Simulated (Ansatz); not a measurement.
# Carrier properties of CdS under load (space group P6_3mc)

Input:

```
CELL_PARAMETERS angstrom
      4.19521     0.00000     0.00000
     -2.09760     3.63316     0.00000
      0.00000     0.00000     6.59935
ATOMIC_POSITIONS crystal
  Cd 0.33333 0.66667 0.99527
  Cd 0.66667 0.33333 0.49527
  S  0.33333 0.66667 0.37973
  S  0.66667 0.33333 0.87973
```

Computed with r2SCAN with spin-orbit coupling, rigid bands (plane waves, PAW; Ansatz, an electronic-structure program). Condition of this run: biaxial stress in the c plane of -1.6 GPa (compression positive) (the target of the relaxation). Geometry: cell and atoms relaxed with PBEsol, then loaded as said.

```yaml
band_gap: 1.65 eV
electron conductivity mass (300 K, dilute): 0.171 mₑ
hole conductivity mass (300 K, dilute): 1.52 (x), 1.52 (y), 0.70 (z) mₑ
effective density of states N_c (300 K): 1.7e18 cm⁻³
effective density of states N_v (300 K): 3.3e19 cm⁻³
density_of_states_mass_electrons: 0.166 mₑ
density_of_states_mass_holes: 1.21 mₑ
Seebeck coefficient, n-type 1e19 cm⁻³, 300 K: -100 μV/K
best n-type power factor at 300 K for τ = 10 fs (best axis; densities from 1e16 to 1e21 cm⁻³ tried, whether or not they can be reached): 1.56 μW/(cm·K²) at 1e19 cm⁻³
Seebeck coefficient, p-type 1e19 cm⁻³, 300 K: 359 μV/K
best p-type power factor at 300 K for τ = 10 fs (best axis; densities from 1e16 to 1e21 cm⁻³ tried, whether or not they can be reached): 11.1 μW/(cm·K²) at 3e20 cm⁻³
```

Rigid bands; masses and Seebeck coefficients take one relaxation time τ for all states and one kind of carrier; polarons and phonon drag are left out. Geometry: cell and atoms relaxed with PBEsol.
